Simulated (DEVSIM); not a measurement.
System: illuminated Si n-on-p cell, one wavelength, with a back-surface field, at 300 K.

| layer (left to right) | material | thickness (μm) | Nd (cm⁻³) | Na (cm⁻³) | τn (s) | τp (s) | absorption coefficient (cm⁻¹) |
|---|---|---|---|---|---|---|---|
| 1 | Si | 0.150 | 6.1e17 | - | 3.2e-5 | 3.5e-6 | 32000 |
| 2 | Si | 22.0 | - | 1.8e15 | 0.00027 | 0.00027 | 32000 |
| 3 | Si | 0.310 | - | 5e18 | 0.00027 | 0.00027 | 32000 |

Left contact: ohmic, minority hole recombination velocity 10 cm/s. Right contact: ohmic, minority electron recombination velocity 40000 cm/s. Voltage is applied to the left contact. Recombination: SRH at mid-gap, radiative, Auger. Light enters at the left, 1.9e17 photons cm⁻² s⁻¹, one pass, no reflection. Mobility is μmin + (μ − μmin)/(1 + (N/Nref)^α).

This is a model device: material constants are rounded textbook-type values typed into the input, and sizes, dopings and lifetimes were drawn at random. Values at 300 K.

| parameter | Si |
|---|---|
| gap (eV) | 1.124 |
| affinity (eV) | 4.05 |
| permittivity | 11.7 |
| Nc (cm⁻³) | 2.86e19 |
| Nv (cm⁻³) | 3.1e19 |
| μn (cm²/Vs) | 1417 |
| μp (cm²/Vs) | 470 |
| μn,min | 52 |
| μp,min | 45 |
| Nref,n | 9.7e16 |
| Nref,p | 2.2e17 |
| αn | 0.68 |
| αp | 0.72 |
| B (cm³/s) | 4.7e-15 |
| Cn (cm⁶/s) | 2.8e-31 |
| Cp (cm⁶/s) | 9.9e-32 |

Model (solved in DEVSIM): 1D drift-diffusion, Boltzmann statistics, complete ionisation; no tunnelling, impact ionisation, image-force lowering or self-heating.

Task: Tabulate band edges, carrier densities and field at -0.9 V on the left contact, in the dark.

Result: Energies count from the Fermi level of the right contact; mesh points crowd at the junctions.

```csv
x (μm),Ec (eV),Ev (eV),n (cm⁻³),p (cm⁻³),field (V/cm)
0.000,0.999,-0.125,6.1e17,2.5e17,-15000
0.02978,0.993,-0.132,8.0e17,1.9e17,-16
0.07800,0.992,-0.132,8.0e17,1.9e17,≈ 0
0.1269,0.993,-0.132,8.0e17,1.9e17,84
0.1606,1.010,-0.114,4.0e17,3.7e17,2100
0.2110,1.011,-0.113,3.9e17,3.9e17,≈ 0
0.3343,1.011,-0.113,3.9e17,3.9e17,≈ 0
0.7776,1.011,-0.113,3.9e17,3.9e17,≈ 0
1.722,1.011,-0.113,3.9e17,3.9e17,≈ 0
3.881,1.011,-0.113,3.8e17,3.8e17,≈ 0
9.327,1.010,-0.114,3.8e17,3.8e17,≈ 0
18.03,1.010,-0.114,3.7e17,3.7e17,≈ 0
20.41,1.009,-0.115,3.7e17,3.7e17,≈ 0
21.45,1.009,-0.115,3.6e17,3.7e17,≈ 0
21.95,1.009,-0.115,3.6e17,3.7e17,≈ 0
22.08,1.009,-0.115,3.6e17,3.7e17,≈ 0
22.14,1.012,-0.113,3.3e17,4.0e17,4800
22.16,1.077,-0.047,2.6e16,5.0e18,480
22.23,1.077,-0.047,2.5e16,5.0e18,≈ 0
22.33,1.077,-0.047,2.2e16,5.0e18,≈ 0
22.41,1.077,-0.047,2.1e16,5.0e18,≈ 0
22.46,1.077,-0.047,2.0e16,5.0e18,-560
```
